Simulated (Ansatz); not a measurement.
The cell is built on a prototype and need not be the phase stable at ambient conditions.

By PBEsol, the system below comes out a metal.

The ballistic (Sharvin) conductance counts the channels at the Fermi level: G/A = (e²/h) × channels of both spins per area.

```xyz
6
Lattice="4.9380 0.0000 0.0000 0.0000 6.4730 0.0000 2.4690 0.0000 2.4690" Properties=species:S:1:pos:R:3 pbc="T T T"
Ta     0.0000     0.0000     0.0000
Ta     2.4690     0.0000     0.0000
Ta     3.7035     2.3808     1.2345
Ta     1.2345     4.0922     1.2345
C      3.7035     4.6940     1.2345
C      1.2345     1.7790     1.2345
```

Space group of this cell: P4/nmm. The cell was relaxed by PBE-D3(BJ); by PBEsol its mean pressure is -1.0 GPa.

The current flows along the normal of the first two printed cell vectors. No spin-orbit coupling; the value is a mean over 0.1 eV about the Fermi level.

Question: Compute, with Ansatz (a quantum-chemistry and plane-wave program) with PBEsol, the ballistic conductance per area.

Answer: 0.74 × 10¹⁵ S/m² for both spins.
